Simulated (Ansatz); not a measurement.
The starting structures come from a database of crystals and need not be the phases stable at ambient conditions.

Here is the system:

```yaml
crystal:
  lattice:
    - [5.17526, 0.00000, 0.00000]
    - [0.00000, 5.17526, 0.00000]
    - [0.00000, 0.00000, 5.17526]
  atoms:
    - { symbol: Sn, position: [0.00000, 0.50000, 0.50000] }
    - { symbol: Sn, position: [0.50000, 0.50000, 0.00000] }
    - { symbol: Sn, position: [0.50000, 0.00000, 0.50000] }
    - { symbol: Sn, position: [0.00000, 0.00000, 0.00000] }
    - { symbol: O, position: [0.66110, 0.83890, 0.83890] }
    - { symbol: O, position: [0.33890, 0.16110, 0.16110] }
    - { symbol: O, position: [0.83890, 0.16110, 0.33890] }
    - { symbol: O, position: [0.16110, 0.83890, 0.66110] }
    - { symbol: O, position: [0.16110, 0.66110, 0.16110] }
    - { symbol: O, position: [0.83890, 0.33890, 0.83890] }
    - { symbol: O, position: [0.33890, 0.33890, 0.66110] }
    - { symbol: O, position: [0.66110, 0.66110, 0.33890] }
```

Space group of this cell: Pa-3. The cell is taken as given; by r2SCAN its mean pressure is -9.0 GPa.

These are r2SCAN (plane waves, PAW; Ansatz, a quantum-chemistry and plane-wave program) values and carry that method's errors.

The current runs along the normal of the first two printed vectors; no spin-orbit coupling. Scaled by the factor s: the length along the current (ions clamped). Meshes 6×6×6 and 6×6 across the current in all rows.

| s | mean pressure (GPa) | band gap (eV) |
|---|---|---|
| 0.97 | -2.7 | ? |
| 1.00 | -9.0 | 1.12 |
| 1.03 | -14.1 | 0.77 |

Take the slope of the band gap against ln s from the two given rows, extrapolate to s = 0.97, and say what the run there gives.

Slope = (0.77 − 1.12) / ln 1.03 = -11.8 eV. The line gives 1.12 + (-11.8) × ln 0.97 = 1.48 eV. The run gives 1.41 eV, 0.07 eV under the line, 20 % of the predicted step.
